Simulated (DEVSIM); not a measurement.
Device: Co/La2O3/n-Si capacitor, at 300 K.

Layer 1 from the left is La2O3, thickness (nm) 24.0. Layer 2 from the left is Si, thickness (nm) 3900, Nd (cm⁻³) 4.4e15.

Metal gate on the left, work function 5 eV. Fixed charge at the semiconductor interface 0 cm⁻² (in units of +e); no interface traps.

Constants are typed, rounded textbook-type inputs, not results; the design itself was drawn at random and stands for no fabricated device. Values at 300 K.

La2O3: gap (eV) 5.8, affinity (eV) 1.8, permittivity 27. Si: gap (eV) 1.124, affinity (eV) 4.05, permittivity 11.7, Nc (cm⁻³) 2.86e19, Nv (cm⁻³) 3.1e19.

### Question
Estimate by hand the flat-band voltage, the threshold voltage, and compare with a numerical solution.

### Answer

- Flat-band voltage: C = 0.996 μF/cm², work-function difference 0.723 V; VFB = φms − qNf/C = 0.72 V; numerical 0.72 V.
- Threshold voltage: φF = 0.334 V, depletion charge √(4εqNφF) = 3.12e-8 C/cm²; VT = VFB − 2φF − Qd/C = 0.02 V; numerical 0.02 V.

Simulated with DEVSIM: 1D Poisson equation in equilibrium, Boltzmann statistics, complete ionisation; no quantum confinement or tunnelling. Metal contacts follow the ideal Schottky-Mott rule: no Fermi-level pinning, no interface dipoles.
